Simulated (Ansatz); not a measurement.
The parent structure is CdS in the zinc blende structure (space group F-43m, No. 216; a = 5.8777 Å). Axes: x, y, z lie along the cube axes.

Calculations: r2SCAN (Ansatz, a program for electronic structure), without spin-orbit coupling.

Base values:

```
Quantity                                    Result
-----------------------------  -------------------
Band gap                                   1.54 eV
Valence-band top at Γ          0.00, 0.00, 0.00 eV
Shortest interatomic distance              2.545 Å
```

One thing is altered: uniaxial strain ε_zz = +3.00 %, all other strain components held at zero, atoms relaxed at fixed cell.

Problem. Predict the new band gap, energy relative to the base, stress, valence-band top at Γ and shortest interatomic distance.

Solution. The band gap falls by 0.10 eV, from 1.54 eV to 1.44 eV; the energy rises by 5.1 meV/atom; the stress (xx, yy, zz, yz, xz, xy; compression positive) comes out as (-1.48, -1.48, -2.12, 0.00, 0.00, 0.00) GPa; the valence-band top at Γ (three highest levels, from the VBM) changes from 0.00, 0.00, 0.00 eV to 0.00, 0.00, -0.09 eV; the shortest interatomic distance rises by 0.026 Å, from 2.545 Å to 2.571 Å.

Stability against distortions was not tested.
